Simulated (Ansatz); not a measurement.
System: Ge (model structure, started from the C6 type, Im-3m, No. 229, 6 atoms in the cell). Method: r²SCAN+rVV10 (Ansatz, a program for electronic structure, plane waves, PAW).

Input file:

Ansatz 0.2 input:
```yaml
crystal:
  lattice:
    - [-3.4902124062, 3.4902124062, 3.4902124062]
    - [3.4902124062, -3.4902124062, 3.4902124062]
    - [3.4902124062, 3.4902124062, -3.4902124062]
  atoms:
    - { symbol: Ge, position: [0.5, 0.75, 0.25] }
    - { symbol: Ge, position: [0.25, 0.5, 0.75] }
    - { symbol: Ge, position: [0.75, 0.5, 0.25] }
    - { symbol: Ge, position: [0.5, 0.25, 0.75] }
    - { symbol: Ge, position: [0.25, 0.75, 0.5] }
    - { symbol: Ge, position: [0.75, 0.25, 0.5] }
basis:
  ecutwfc: 560
  ecutrho_ratio: 4
  xc_grid: 3
kpoints:
  mp_grid: { grid: [12, 12, 12] }
  band_path:
    path:
      - [0.0, 0.0, 0.0]
      - [0.055556, -0.055556, 0.055556]
      - [0.111111, -0.111111, 0.111111]
      - [0.166667, -0.166667, 0.166667]
      - [0.222222, -0.222222, 0.222222]
      - [0.277778, -0.277778, 0.277778]
      - [0.333333, -0.333333, 0.333333]
      - [0.388889, -0.388889, 0.388889]
      - [0.444444, -0.444444, 0.444444]
      - [0.5, -0.5, 0.5]
      - [0.416667, -0.416667, 0.5]
      - [0.333333, -0.333333, 0.5]
      - [0.25, -0.25, 0.5]
      - [0.166667, -0.166667, 0.5]
      - [0.083333, -0.083333, 0.5]
      - [0.0, 0.0, 0.5]
      - [0.0, 0.0, 0.416667]
      - [0.0, 0.0, 0.333333]
      - [0.0, 0.0, 0.25]
      - [0.0, 0.0, 0.166667]
      - [0.0, 0.0, 0.083333]
      - [0.035714, 0.035714, 0.035714]
      - [0.071429, 0.071429, 0.071429]
      - [0.107143, 0.107143, 0.107143]
      - [0.142857, 0.142857, 0.142857]
      - [0.178571, 0.178571, 0.178571]
      - [0.214286, 0.214286, 0.214286]
      - [0.25, 0.25, 0.25]
      - [0.285714, 0.142857, 0.285714]
      - [0.321429, 0.035714, 0.321429]
      - [0.357143, -0.071429, 0.357143]
      - [0.392857, -0.178571, 0.392857]
      - [0.428571, -0.285714, 0.428571]
      - [0.464286, -0.392857, 0.464286]
      - [0.1875, 0.1875, 0.3125]
      - [0.125, 0.125, 0.375]
      - [0.0625, 0.0625, 0.4375]
    npoints: 1
hamiltonian:
  xc: r2scan
  dispersion: rvv10
  pseudopotentials: { kind: paw }
scf:
  occupations: { method: fermi_dirac, width: 0.05 }
  convergence: { dr2_threshold: 0.0000000006 }
output:
  forces: true
  stress: true
  eigenvalues: true
  write_bands: true
```

From the output:

```
Crystal: 6 atoms, lattice volume = 170.065 Å³
Basis set: ecut = 560 eV, 5089 PW (Γ), exchange–correlation on 144×144×144 points (27 copies of the dense FFT grid, shifted against one another)
Bands: 51, of which v1, the nominal top of the filled ones, is band 42 counted from 1 (41 counted from 0)
Symmetry: 48 space group operations
Space group: Im-3m (ITA 229), of the structure as read, at distance tolerance 5.5e-5 Å
k-points: 72 of 1728
Functional: x = r2scan, c = r2scan + rvv10(b = 11.95, C = 0.0093); τ floored in thin density (d = 2e-4 eV/Å³)
SCF iter   1: F=—  HF=-25808.507167 eV  |F-HF|=—  |Δ(HF+E_count)|=         —  Δρ=6.54e-3  dr2=4.09e-2  dr2_τ=1.39e-2
SCF iter   2: F=—  HF=-25808.542259 eV  |F-HF|=—  |Δ(HF+E_count)|=   3.51e-2  Δρ=2.55e-3  dr2=1.34e-2  dr2_τ=9.90e-5
  ...
SCF iter   7: F=—  HF=-25808.540143 eV  |F-HF|=—  |Δ(HF+E_count)|=   1.01e-6  Δρ=1.37e-6  dr2=4.39e-9  dr2_τ=3.78e-11
SCF iter   8: F=-25808.540143 eV  HF=-25808.540143 eV  |F-HF|=3.09e-10  |Δ(HF+E_count)|=   2.51e-8  Δρ=1.19e-7  dr2=2.83e-11  dr2_τ=5.49e-13
SCF 1 converged in 8 iterations: F = -25808.540143 eV  dr2 = 2.83e-11
SCF converged after 8 iterations
Free energy (F): -25808.540143 eV
Internal energy: -25808.537944 eV  (E = F + TS)
E sigma→0 (E₀):  -25808.539043 eV
Fermi energy:    5.825882 eV
--- Forces (eV/Å), atoms counted from 1 ---
  atom   1  Ge     0.00000000    -0.00000000     0.00000000
  atom   2  Ge    -0.00000000    -0.00000000    -0.00000000
  atom   3  Ge     0.00000000    -0.00000000     0.00000000
  atom   4  Ge    -0.00000000     0.00000000     0.00000000
  atom   5  Ge     0.00000000     0.00000000     0.00000000
  atom   6  Ge     0.00000000     0.00000000     0.00000000
--- Stress (GPa, compression-positive) ---
        0.000913       0.000000      -0.000000
        0.000000       0.000913      -0.000000
       -0.000000      -0.000000       0.000913
  P = ⅓ Tr σ = 0.0009 GPa (0.009 kbar)
```

The PAW data were made under PBE.

Note: the relaxation could raise the start's symmetry but not lower it, so the cell can be a saddle point.

A model structure was made by putting elements into a prototype or built by hand; it is no filed structure, need not be a known phase, and can be a saddle point held by its symmetry.
